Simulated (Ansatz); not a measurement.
The reference is ZnS in the wurtzite structure (space group P6_3mc, No. 186; a = 3.782 Å, c = 6.208 Å).

The values are results of Ansatz (a program for electronic structure), PBEsol, PAW, cutoff 420 eV, without spin-orbit coupling, not measurements.

For the base:

The c/a ratio is 1.641 and the valence-band top at Γ is 0.00, 0.00, -0.09 eV. The electron mass comes out as 0.16 mₑ along c, 0.18 mₑ across (at Γ). The density is 4.21 g/cm³.

One thing is altered: a negative pressure, −1 GPa.

Problem. What does the calculation give for the c/a ratio after the change?

Solution. The c/a ratio is still 1.641.

Problem. What happens to the valence-band top at Γ?

Solution. The valence-band top at Γ (three highest levels, from the VBM) goes from 0.00, 0.00, -0.09 eV to 0.00, 0.00, -0.08 eV.

Problem. What happens to the electron mass?

Solution. The electron mass changes from 0.16 mₑ along c, 0.18 mₑ across (at Γ) to 0.15 mₑ along c, 0.18 mₑ across (at Γ).

Problem. Predict the new density.

Solution. The density shrinks by 0.05 g/cm³, from 4.21 g/cm³ to 4.16 g/cm³.

The levels and masses belong to the bands next to the band gap. Load acts through the strain it causes; cell and atoms are relaxed under it. Effective masses come from finite differences of ±0.01 Å⁻¹. Whether these cells are dynamically stable was not tested.
